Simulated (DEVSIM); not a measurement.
Structure: Si p-i-n diode, at 300 K.

```
layer (left to right)  material  thickness (μm)  Nd (cm⁻³)  Na (cm⁻³)  τn (s)  τp (s)
---------------------  --------  --------------  ---------  ---------  ------  ------
1                            Si           0.220          -     1.1e18  2.2e-5  2.2e-5
2                            Si            1.80     5.8e12          -  2.2e-5  2.2e-5
3                            Si           0.680     5.6e18          -  2.2e-5  2.2e-5
```

Left contact: ohmic. Right contact: ohmic. Voltage is applied to the left contact. Recombination: SRH at mid-gap, Auger. Mobility is μmin + (μ − μmin)/(1 + (N/Nref)^α).

This is a model device: material constants are rounded textbook-type values typed into the input, and sizes, dopings and lifetimes were drawn at random. Values at 300 K.

| parameter | Si |
|---|---|
| gap (eV) | 1.124 |
| affinity (eV) | 4.05 |
| permittivity | 11.7 |
| Nc (cm⁻³) | 2.86e19 |
| Nv (cm⁻³) | 3.1e19 |
| μn (cm²/Vs) | 1417 |
| μp (cm²/Vs) | 470 |
| μn,min | 52 |
| μp,min | 45 |
| Nref,n | 9.7e16 |
| Nref,p | 2.2e17 |
| αn | 0.68 |
| αp | 0.72 |
| Cn (cm⁶/s) | 2.8e-31 |
| Cp (cm⁶/s) | 9.9e-32 |

DEVSIM, 1D drift-diffusion, Boltzmann statistics, complete ionisation; no tunnelling, impact ionisation, image-force lowering or self-heating.

Give the dark reverse current.


```tsv
V (V)	J (A/cm²)
-0.40	-2.7e-9
-1.00	-4.1e-9
-2.00	-5.1e-9
-3.00	-5.6e-9
-4.00	-5.9e-9
-6.00	-6.2e-9
-8.00	-6.4e-9
-10.00	-6.5e-9
-13.00	-6.6e-9
-16.00	-6.7e-9
-20.00	-6.8e-9
```
